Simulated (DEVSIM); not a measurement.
System: Ru/SiO2/p-Ge capacitor, at 300 K.

| layer (left to right) | material | thickness (nm) | Na (cm⁻³) |
|---|---|---|---|
| 1 | SiO2 | 1.40 | - |
| 2 | Ge | 1600 | 1.3e17 |

Metal gate on the left, work function 4.7 eV. Fixed charge at the semiconductor interface 0 cm⁻² (in units of +e); interface traps 1e10 cm⁻² eV⁻¹, uniform in energy, neutral level at 0.5 of the gap above the valence band.

This is a model device: material constants are rounded textbook-type values typed into the input, and sizes, dopings and lifetimes were drawn at random. Values at 300 K.

```tsv
parameter	SiO2	Ge
gap (eV)	9	0.664
affinity (eV)	0.9	4
permittivity	3.9	16
Nc (cm⁻³)	-	1.04e19
Nv (cm⁻³)	-	6e18
```

DEVSIM, 1D Poisson equation in equilibrium, Boltzmann statistics, complete ionisation; no quantum confinement or tunnelling. Metal contacts follow the ideal Schottky-Mott rule: no Fermi-level pinning, no interface dipoles.

Q: Tabulate band edges, carrier densities and field at 0.45 V on the gate.

A: Energies count from the Fermi level of the right contact; mesh points crowd at the junctions.

| x (μm) | Ec (eV) | Ev (eV) | n (cm⁻³) | p (cm⁻³) | field (V/cm) |
|---|---|---|---|---|---|
| 0.000 | 3.350 | -5.650 | < 1e2 | < 1e2 | 350000 |
| 0.0006129 | 3.371 | -5.629 | < 1e2 | < 1e2 | 350000 |
| 0.001119 | 3.389 | -5.611 | < 1e2 | < 1e2 | 350000 |
| 0.001924 | 0.302 | -0.362 | 8.6e13 | 5.1e12 | 83000 |
| 0.004168 | 0.321 | -0.343 | 4.2e13 | 1.0e13 | 80000 |
| 0.007715 | 0.348 | -0.316 | 1.5e13 | 3.0e13 | 75000 |
| 0.01446 | 0.396 | -0.269 | 2.4e12 | 1.9e14 | 65000 |
| 0.03339 | 0.492 | -0.172 | 5.6e10 | 7.9e15 | 38000 |
| 0.06332 | 0.554 | -0.110 | 5.2e9 | 8.4e16 | 7900 |
| 0.1163 | 0.565 | -0.099 | 3.4e9 | 1.3e17 | 170 |
| 0.2210 | 0.565 | -0.099 | 3.4e9 | 1.3e17 | ≈ 0 |
| 0.5147 | 0.565 | -0.099 | 3.4e9 | 1.3e17 | ≈ 0 |
| 0.9262 | 0.565 | -0.099 | 3.4e9 | 1.3e17 | ≈ 0 |
| 1.247 | 0.565 | -0.099 | 3.4e9 | 1.3e17 | ≈ 0 |
| 1.450 | 0.565 | -0.099 | 3.4e9 | 1.3e17 | ≈ 0 |
| 1.522 | 0.565 | -0.099 | 3.4e9 | 1.3e17 | ≈ 0 |
| 1.560 | 0.565 | -0.099 | 3.4e9 | 1.3e17 | ≈ 0 |
| 1.580 | 0.565 | -0.099 | 3.4e9 | 1.3e17 | ≈ 0 |
| 1.593 | 0.565 | -0.099 | 3.4e9 | 1.3e17 | ≈ 0 |
| 1.598 | 0.565 | -0.099 | 3.4e9 | 1.3e17 | ≈ 0 |
| 1.600 | 0.565 | -0.099 | 3.4e9 | 1.3e17 | ≈ 0 |
| 1.601 | 0.565 | -0.099 | 3.4e9 | 1.3e17 | ≈ 0 |
